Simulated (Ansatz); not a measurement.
**H on the 1x1 (0001) surface of hcp Sc, one in a 2x2 cell, started at the site 'hollow Sc-Sc-Sc over Sc at depth 2.5 Å'**

Computed with r2SCAN, at the PBE geometry (plane waves to 500 eV, PAW; Ansatz, a quantum-chemistry and plane-wave program).

Set-up: 17 atoms, 7.6 Å thick at the start under the adsorbate (thin: gaps and levels are the slab's own); mesh 5x5x1; 0.1 eV smearing; dipole correction on; single point; on the structure that PBE left under its start's symmetry; no spin, no spin-orbit, no U, no dispersion correction. At the end it is bonded to 3 Sc. In PBE this state lies 0.07 eV over the lowest of the starts that converged ('bridge Sc-Sc (span 3.3 Å)').

| Item | Value |
|---|---|
| adsorption energy against ½ H2(g) at the same level | -1.18 eV |
| work function of the top face | 3.48 eV |
| change of the work function | -0.17 eV |
| change of the step from the bottom to the top vacuum level, against the clean slab | -0.17 eV |
| height of the binding atom over the mean of the host atoms within 0.3 Å of the top one | 1.069 Å |
| nearest host atoms of the binding atom | Sc at 2.10 Å, Sc at 2.10 Å, Sc at 2.10 Å |
| cost | around 110 core-seconds (rough) |

A negative adsorption energy means that the adsorbate is more stable on the surface than in its reference.
